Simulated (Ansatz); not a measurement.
## Al, response to strain

The reference is Al in the fcc (Cu type) structure (space group Fm-3m, No. 225; relaxed with 0.1 eV smearing).

```xyz
1
Lattice="0.0000 1.9968 1.9968 1.9968 0.0000 1.9968 1.9968 1.9968 0.0000" Properties=species:S:1:pos:R:3 pbc="T T T"
Al     0.0000     0.0000     0.0000
```

Cartesian axes are those of the cell as printed.

Strains are applied to the cell and any free atomic positions relax.

Method: r2SCAN/PAW in Ansatz (a first-principles code), no spin-orbit coupling.

Notes on the quantities. pressure: mean of the normal stresses, compression positive; energy relative to the base: free energy F.

```json
[
 {"change": "base", "pressure": "0.0 GPa", "shortest interatomic distance": "2.824 Å", "energy relative to the base": "0 meV/atom"},
 {"change": "tensor shear ε_xy = +0.29 %", "pressure": "0.0 GPa", "shortest interatomic distance": "2.816 Å", "energy relative to the base": "+0.1 meV/atom"},
 {"change": "tensor shear ε_xy = +0.57 %", "pressure": "0.0 GPa", "shortest interatomic distance": "2.808 Å", "energy relative to the base": "+0.3 meV/atom"},
 {"change": "tensor shear ε_xy = +1.71 %", "pressure": "0.1 GPa", "shortest interatomic distance": "2.776 Å", "energy relative to the base": "+2.5 meV/atom"},
 {"change": "tensor shear ε_xy = +2.00 %", "pressure": "0.2 GPa", "shortest interatomic distance": "2.767 Å", "energy relative to the base": "+3.5 meV/atom"},
 {"change": "tensor shear ε_xy = +0.86 %", "pressure": "0.0 GPa", "shortest interatomic distance": "2.800 Å", "energy relative to the base": "+0.6 meV/atom"},
 {"change": "tensor shear ε_xy = +1.43 %", "pressure": "0.1 GPa", "shortest interatomic distance": "2.784 Å", "energy relative to the base": "+1.7 meV/atom"},
 {"change": "tensor shear ε_xy = +1.14 %", "pressure": "0.1 GPa", "shortest interatomic distance": "2.792 Å", "energy relative to the base": "+1.1 meV/atom"}
]
```

No phonon test of stability was made.
